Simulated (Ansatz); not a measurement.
# What pressure 7.5 GPa does to hypothetical simple cubic Cr

The reference is Cr in the simple cubic structure (space group Pm-3m, No. 221; a = 2.3086 Å; non-magnetic; a hypothetical phase, not in the database extracts checked).

Modification: a hydrostatic pressure of 7.5 GPa.

Level of theory: PBEsol/PAW in Ansatz (an electronic-structure program), spin-orbit coupling left out. Γ-centred 20×20×20 mesh, Fermi–Dirac width 0.05 eV.

| quantity | base | changed | shift |
|---|---|---|---|
| volume per atom | 12.30 Å³ | 11.90 Å³ | -0.405 Å³ |
| density | 7.02 g/cm³ | 7.26 g/cm³ | +0.24 g/cm³ |
| lattice parameter a | 2.309 Å | 2.283 Å | -0.026 Å |
| shortest interatomic distance | 2.309 Å | 2.283 Å | -0.026 Å |
| enthalpy H = E + PV relative to the base's energy | – | +0.57 eV/atom | – |
| band gap | zero | zero | – |

Final structure:

```
Cr
1.0
    2.28295     0.00000     0.00000
    0.00000     2.28295     0.00000
    0.00000     0.00000     2.28295
Cr
1
Cartesian
  0.00000   0.00000   0.00000
```

Load acts through the strain it causes; cell and atoms are relaxed under it. Whether these cells are dynamically stable was not tested. No other phases were tried under pressure. Starting moments died away, wholly or in part, for the base; another magnetic solution may exist. All final runs are without spin polarisation. Cr has a high density of states at the Fermi level and may be magnetic at this level.
